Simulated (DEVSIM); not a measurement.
System: Ru/Al2O3/p-In0.53Ga0.47As capacitor, at 300 K.

Layer 1 from the left is Al2O3, thickness (nm) 17.0. Layer 2 from the left is In0.53Ga0.47As, thickness (nm) 340, Na (cm⁻³) 2.7e18.

Metal gate on the left, work function 4.7 eV. Fixed charge at the semiconductor interface -3.5e10 cm⁻² (in units of +e); no interface traps.

Constants are typed, rounded textbook-type inputs, not results; the design itself was drawn at random and stands for no fabricated device. Values at 300 K.

Al2O3: gap (eV) 6.8, affinity (eV) 1.35, permittivity 9. In0.53Ga0.47As: gap (eV) 0.74, affinity (eV) 4.51, permittivity 13.9, Nc (cm⁻³) 2.1e17, Nv (cm⁻³) 7.7e18.

DEVSIM, 1D Poisson equation in equilibrium, Boltzmann statistics, complete ionisation; no quantum confinement or tunnelling. Metal contacts follow the ideal Schottky-Mott rule: no Fermi-level pinning, no interface dipoles.

What does the simulation give for the flat-band voltage?

flat-band voltage -0.51 V.
